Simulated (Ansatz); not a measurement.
Ga2O3, response to strain

Take Ga₂O₃ in the corundum structure (space group R-3c, No. 167) as the base.

```yaml
crystal:
  lattice:
    - [2.52885, 1.46003, 4.54101]
    - [-2.52885, 1.46003, 4.54101]
    - [0.00000, -2.92006, 4.54101]
  atoms:
    - { symbol: Ga, position: [0.64416, 0.64416, 0.64416] }
    - { symbol: Ga, position: [0.14416, 0.14416, 0.14416] }
    - { symbol: Ga, position: [0.35584, 0.35584, 0.35584] }
    - { symbol: Ga, position: [0.85584, 0.85584, 0.85584] }
    - { symbol: O, position: [0.75000, 0.44687, 0.05313] }
    - { symbol: O, position: [0.05313, 0.75000, 0.44687] }
    - { symbol: O, position: [0.25000, 0.55313, 0.94687] }
    - { symbol: O, position: [0.55313, 0.94687, 0.25000] }
    - { symbol: O, position: [0.94687, 0.25000, 0.55313] }
    - { symbol: O, position: [0.44687, 0.05313, 0.75000] }
```

Cartesian axes are those of the cell as printed.

Strains are applied to the cell and any free atomic positions relax; under biaxial strain the out-of-plane vector relaxes too.

Computed with PBE, PAW, 420 eV (Ansatz, a program for electronic structure; no SOC).

```tsv
biaxial strain, plane normal [001], relaxed out of plane (%)	out-of-plane strain (%)
-3	2.22
-2.25	1.64
-1.5	1.08
-0.75	?
0	0.00
```

**Question.** Fit ε⊥ = −νε + γε² (strains in %) to the rows shown and predict the withheld row.

**Answer.** Least squares on the printed values gives ν = 0.70 (the biaxial Poisson response) and γ = 0.014 (largest residual 0.00 %); this predicts 0.53 %, and the run gives 0.54 %, in agreement.

Whether these cells are dynamically stable was not tested.
